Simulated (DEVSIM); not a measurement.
Device: Pd/HfO2/n-Ge capacitor, at 300 K.

```csv
layer (left to right),material,thickness (nm),Nd (cm⁻³)
1,HfO2,8.00,-
2,Ge,2400,5.9e16
```

Metal gate on the left, work function 5.2 eV. Fixed charge at the semiconductor interface 0 cm⁻² (in units of +e); interface traps 1e10 cm⁻² eV⁻¹, uniform in energy, neutral level at 0.5 of the gap above the valence band.

Constants are typed, rounded textbook-type inputs, not results; the design itself was drawn at random and stands for no fabricated device. Values at 300 K.

```
parameter      HfO2       Ge
-------------  ----  -------
gap (eV)        5.7    0.664
affinity (eV)   2.5        4
permittivity     22       16
Nc (cm⁻³)         -  1.04e19
Nv (cm⁻³)         -     6e18
```

Simulated with DEVSIM: 1D Poisson equation in equilibrium, Boltzmann statistics, complete ionisation; no quantum confinement or tunnelling. Metal contacts follow the ideal Schottky-Mott rule: no Fermi-level pinning, no interface dipoles.

### Question
Give the band bending (positive: bands bend down) and minority sheet density.

### Answer

```
Vg (V)  ψs (V)  minority carriers (cm⁻²)
------  ------  ------------------------
0.45    -0.518                    7.9e11
0.6     -0.422                    3.3e10
0.75    -0.282                     1.9e8
0.9     -0.143                     < 1e8
1.05    -0.013                     < 1e8
1.2      0.084                     < 1e8
```
